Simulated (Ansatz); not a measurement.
Take GaN in the zinc blende structure (space group F-43m, No. 216; a = 4.4979 Å) as the base. Axes: x, y, z lie along the cube axes.

Level of theory: Ansatz (a first-principles code) r2SCAN, no spin-orbit coupling.

Strains are applied to the cell and any free atomic positions relax; under biaxial strain the out-of-plane vector relaxes too.

One change was made to it. Results:

The valence-band top at Γ (three highest levels, from the VBM) becomes 0.00, -0.07, -0.07 eV (base: 0.00, 0.00, 0.00 eV); the band gap falls by 0.14 eV to 2.03 eV; the gap character remains direct at Γ; the hole mass amounts to 0.14 mₑ out of plane, 1.9 mₑ in plane (at Γ).

Task: Which change produced these results?
A. biaxial strain +2.50 %, plane normal [111], relaxed out of plane
B. biaxial strain +1.25 %, plane normal [111], relaxed out of plane
C. biaxial strain +1.67 %, plane normal [111], relaxed out of plane
D. biaxial strain +0.83 %, plane normal [111], relaxed out of plane

Result: D, biaxial strain +0.83 %, plane normal [111], relaxed out of plane. For comparison, the band gap in the other runs: biaxial strain +2.50 %, plane normal [111], relaxed out of plane gives 1.74 eV; biaxial strain +1.25 %, plane normal [111], relaxed out of plane gives 1.96 eV; biaxial strain +1.67 %, plane normal [111], relaxed out of plane gives 1.89 eV.

Effective masses come from finite differences of ±0.01 Å⁻¹. Stability against distortions was not tested. This is not the structure that GaN has at room temperature and ambient pressure. k-point labels follow each cell's own Brillouin zone.
